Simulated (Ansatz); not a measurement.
Pt is modelled in the cubic space group Fm-3m (No. 225), the fcc (Cu type) structure, Pearson symbol cF4. Conventional cell: a = 3.8971 Å, b = 3.8971 Å, c = 3.8971 Å, α = 90.00°, β = 90.00°, γ = 90.00°. Pt on 4a is coordinated by 12 Pt at 2.756 Å (cuboctahedral). (Neighbours: up to the widest gap in distance over summed covalent radii, below 1.35, at either atom.)
(The calculation used a cell of 1 atom; values per cell refer to that cell.)

Spin-orbit coupling is not included. The pressure is 5 GPa. The structure is held there; whether it is the stable one at that pressure was not tested.

### Question
By how much do the lattice constants and the volume change from 300 K to 700 K (quasi-harmonic lattice dynamics, DFT at the PBEsol level (Ansatz, a program for electronic structure)), and how far does the bulk modulus soften?

### Answer
a by 0.37 %, the volume by 1.11 %; B_T goes from 300 to 277 GPa. Whether this phase is the stable one at each condition was not tested.

The PAW data sets were generated under PBE and serve the other functionals too.
